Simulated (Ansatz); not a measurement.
hcp Mg (0 0 1) on cubic CsPbBr3 (1 1 1) (film strained to the substrate, started from cuts of the bulks and a machine-learned relaxation; slabs Cs4Br12Pb3 and Mg28, which can lie off the formulas)

A periodic stack without vacuum, hcp Mg (0 0 1) on cubic CsPbBr3 (1 1 1) (film strained to the substrate, started from cuts of the bulks and a machine-learned relaxation; slabs Cs4Br12Pb3 and Mg28, which can lie off the formulas): substrate slab Cs4Br12Pb3, film Mg28, surface cells [[1, -1], [0, 1]] and [[1, -2], [2, 3]], film strained by +0.3 and +0.3 %, outermost planes BrCs/BrCs and Mg/Mg as cut, which need not be the usual terminations and can put a slab off its formula.

The start was prepared with a machine-learned potential, and the result is one local minimum, with the in-plane cell held and forces under 0.04 eV/Å; the film can end far from its bulk form.

Level of theory: PBE (plane waves to 420 eV, PAW; Ansatz, a first-principles code). Spin–orbit coupling is left out; the runs are not spin-polarised. Its k-point mesh 4×4×1, Fermi–Dirac width 0.05 eV.

* **interface area**: 62.4 Å²
* **period**: 24.35 Å
* **heights between the nearest atoms of the two slabs at the two interfaces**: 2.64 and 2.65 Å
* **Cs–Mg contacts across the interfaces within 1.22 times the sum of covalent radii**: 6, mean 4.34 Å
* **Br–Mg contacts across the interfaces within 1.22 times the sum of covalent radii**: 6, mean 2.75 Å

```xyz
47
Lattice="8.4852 -0.0010 -0.0385 -4.2429 7.3438 -0.2556 4.4816 -1.5376 24.4073" Properties=species:S:1:pos:R:3 pbc="T T T"
Cs     4.4516     6.1449     2.0517
Br     6.3434     2.9958     1.2424
Br     0.7957     6.0383     1.1703
Br     1.9541     1.9685     1.2838
Cs     4.4711     1.3616     5.4551
Pb     0.2116     3.7236     2.9404
Br     2.6210     4.5255     4.8748
Br    -0.3375     1.3538     4.9937
Br    -1.6131     5.4943     4.8446
Cs     0.2401     3.9087     7.8879
Pb     4.4719     6.3071     6.5142
Br     2.0927     0.7461     8.4575
Br     5.0470     3.9259     8.3324
Br     6.3158    -0.2334     8.4781
Cs     4.5056     6.5045    10.9865
Pb     4.5074     1.5725    10.3854
Br     6.8736     2.3179    12.0124
Br    -0.3057     6.6236    11.9408
Br     2.7833     3.3340    12.0490
Mg     9.4439     1.0575    15.1052
Mg     6.4383     2.1140    14.7217
Mg     3.3883     3.1738    14.7192
Mg     0.3631     4.2206    14.9485
Mg     5.8049     5.2877    14.9620
Mg     7.0553    -1.0155    15.1971
Mg     3.9964     0.0063    14.8417
Mg     2.8232     1.5293    17.5657
Mg     8.2112     2.5508    17.5191
Mg     5.2248     3.5914    17.4821
Mg     2.2328     4.6368    17.4640
Mg    -0.8258     5.7635    17.4357
Mg     8.8647    -0.5752    17.7568
Mg     5.8148     0.4868    17.5974
Mg     9.5277     1.2823    20.1827
Mg     6.4283     2.3091    20.1717
Mg     3.4397     3.3515    20.1401
Mg     0.3916     4.4123    19.9800
Mg     5.8370     5.4165    20.0457
Mg     7.0213    -0.7995    20.2742
Mg     4.0292     0.2432    20.2570
Mg     2.8171     1.7214    22.9955
Mg     8.2925     2.7792    22.5898
Mg     5.2578     3.8331    22.9133
Mg     2.2004     4.8514    22.5406
Mg     7.6890     5.8872    22.4793
Mg     8.8887    -0.3867    22.7915
Mg     5.8649     0.6605    23.0137
```
